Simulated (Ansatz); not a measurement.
SrHfO3: pressure series

Start from SrHfO3 (space group Imma, No. 74; a = 5.768 Å, b = 8.099 Å, c = 5.785 Å; a cell from a computed database, its experimental status unchecked).

Cell and atoms are relaxed at each pressure.

Level of theory: DFT with PBEsol, PAW potentials and a 420 eV plane-wave cutoff in Ansatz (a first-principles code), no spin-orbit coupling.

Two rows of this table had their results exchanged by mistake.

```json
[
 {"pressure": "pressure −2 GPa", "volume per atom (Å³)": "13.68", "shortest distance (Å)": "2.081", "band gap": "3.98 eV"},
 {"pressure": "pressure −1 GPa", "volume per atom (Å³)": "13.60", "shortest distance (Å)": "2.077", "band gap": "4.00 eV"},
 {"pressure": "pressure 0.3 GPa", "volume per atom (Å³)": "13.13", "shortest distance (Å)": "2.058", "band gap": "4.02 eV"},
 {"pressure": "pressure 0.7 GPa", "volume per atom (Å³)": "13.46", "shortest distance (Å)": "2.071", "band gap": "4.00 eV"},
 {"pressure": "pressure 1.5 GPa", "volume per atom (Å³)": "13.39", "shortest distance (Å)": "2.069", "band gap": "4.01 eV"},
 {"pressure": "pressure 3 GPa", "volume per atom (Å³)": "13.28", "shortest distance (Å)": "2.064", "band gap": "4.01 eV"},
 {"pressure": "pressure 5 GPa", "volume per atom (Å³)": "13.49", "shortest distance (Å)": "2.073", "band gap": "4.00 eV"},
 {"pressure": "pressure 7.5 GPa", "volume per atom (Å³)": "12.96", "shortest distance (Å)": "2.050", "band gap": "4.02 eV"},
 {"pressure": "pressure 10 GPa", "volume per atom (Å³)": "12.80", "shortest distance (Å)": "2.044", "band gap": "4.03 eV"}
]
```

### Question
Which two?

### Answer
The rows for pressure 0.3 GPa and pressure 5 GPa: the volume has to fall steadily with pressure, so 13.49 Å³ belongs to pressure 0.3 GPa and 13.13 Å³ to pressure 5 GPa.

With Hf present, leaving out spin-orbit coupling can change the band edges. Load acts through the strain it causes; cell and atoms are relaxed under it. Stability against distortions was not tested. No other phases were tried under pressure.
